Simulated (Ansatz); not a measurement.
The starting structures come from a database of crystals and need not be the phases stable at ambient conditions.

 Where the default PAW files enter, the runs use the earlier of Ansatz's two default sets.

Consider the following.

```xyz
2
Lattice="4.1046 0.0000 0.0000 0.0000 5.8048 0.0000 0.0000 2.9024 2.9024" Properties=species:S:1:pos:R:3 pbc="T T T"
Rb     2.0523     2.9024     0.0000
Au     0.0000     0.0000     0.0000
```

Space group of this cell: Pm-3m, CsCl type. The cell is taken as given.

Transport runs along the normal of the first two printed cell vectors, the (110) plane of the conventional cell.

The gap is the functional's own. No spin-orbit coupling. Mid-gap values are interpolated on the energy grid.

**Question.** Give the band gap and the smallest decay constant κ at mid-gap that r2SCAN in Ansatz (a first-principles code) yields.

**Answer.** Gap 0.55 eV on a 10×10×10 mesh; κ = 0.104 1/Å, at (0.500, 0.000) of the in-plane reciprocal vectors. At the zone centre, at the nearest computed energy, the slowest state has κ = 0.39 1/Å.
